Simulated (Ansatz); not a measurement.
The parent structure is ZnO in the wurtzite structure (space group P6_3mc, No. 186).

```
CELL_PARAMETERS angstrom
      3.23524     0.00000     0.00000
     -1.61762     2.80180     0.00000
      0.00000     0.00000     5.21128
ATOMIC_POSITIONS crystal
  Zn 0.66667 0.33333 0.00243
  Zn 0.33333 0.66667 0.50243
  O  0.66667 0.33333 0.62277
  O  0.33333 0.66667 0.12277
```

Cartesian axes are those of the cell as printed.

The values are results of r2SCAN (Ansatz, a program for electronic structure; PAW; 500 eV plane waves; no spin-orbit coupling), earlier PAW set, not measurements.

Before the change:

| Property | Result |
|---|---|
| Band gap | 1.23 eV |
| Volume per atom | 11.81 Å³ |

One thing is altered: biaxial strain +0.51 %, plane normal [001], relaxed out of plane (Cartesian); in-plane vectors clamped, the third vector and the atoms free.

Question: How does this affect the band gap and volume per atom?

Answer: The band gap hardly moves (1.23 eV against 1.24 eV); the volume per atom rises by 0.06 Å³, from 11.81 Å³ to 11.87 Å³.

Whether these cells are dynamically stable was not tested.
